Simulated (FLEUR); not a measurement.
A band-structure calculation of Nb3Si (Fm-3m, 4 atoms in the cell) with FLEUR.

Level of theory: FLEUR with PBE, all-electron FLAPW (FLEUR), scalar-relativistic valence.

```
CELL_PARAMETERS angstrom
      0.00000     3.43685     3.43685
      3.43685     0.00000     3.43685
      3.43685     3.43685     0.00000
ATOMIC_POSITIONS crystal
  Si 0.00000 0.00000 0.00000
  Nb 0.50000 0.50000 0.50000
  Nb 0.25000 0.25000 0.25000
  Nb 0.75000 0.75000 0.75000
```

Reference input (self-consistent single point, DFT, PBE, all-electron FLAPW (FLEUR), scalar-relativistic valence): Kmax = 3.9 1/bohr; GmaxXC = 15.6 1/bohr; xcFunctional = pbe; jspins = 1; l_soc = F; mode = hist; fermiSmearingEnergy = 0.00367493 Htr; mesh (inpgen div1-3) = 4 4 4; inpgen gamma flag = false; Gmax = 15.6 1/bohr; numbands = 0; maxIterBroyd = 25. This run's input differs from it in these lines:

```diff
@@ -16,3 +16,3 @@
 &comp jspins=1 /
-&kpt div1=4 div2=4 div3=4 /
+&kpt div1=1 div2=1 div3=1 /
 &end /
```

Output (repeated stretches shortened):

```
 Iteration:     1   Distance:      15.34686829 me/bohr^3
 Iteration:     2   Distance:      13.05731986 me/bohr^3
 Instability in determination of fermi-level,
 doubled temperature broading to continue
 Instability in determination of fermi-level,
 doubled temperature broading to continue
 Instability in determination of fermi-level,
 doubled temperature broading to continue
 Instability in determination of fermi-level,
 doubled temperature broading to continue
 Instability in determination of fermi-level,
 doubled temperature broading to continue
 Instability in determination of fermi-level,
 doubled temperature broading to continue
   [... lines left out ...]
 Instability in determination of fermi-level,
 doubled temperature broading to continue
 Instability in determination of fermi-level,
 doubled temperature broading to continue
 Instability in determination of fermi-level,
 doubled temperature broading to continue
 Instability in determination of fermi-level,
 doubled temperature broading to continue
 Instability in determination of fermi-level,
 doubled temperature broading to continue
 Instability in determination of fermi-level,
 doubled temperature broading to continue
 Instability in determination of fermi-level,
 doubled temperature broading to continue
**************FLEUR-Error*****************
Error message: Determination of fermi-level did not converge
Error occurred in subroutine: ef_newton
Hint: change temp. broad., set gauss = T, or use finer k mesh
Error from PE:0/1
 Last known location:
```

The program stopped with an error at about iteration 2. 

The starting cell was generated: these elements placed on a structure prototype, without a prior relaxation; it need not be a known phase or ordering of this composition. Its lattice was rescaled by a random factor within 2.5 % of one. Values depend on the basis (sphere radii, cutoffs, local orbitals), which need not be converged.
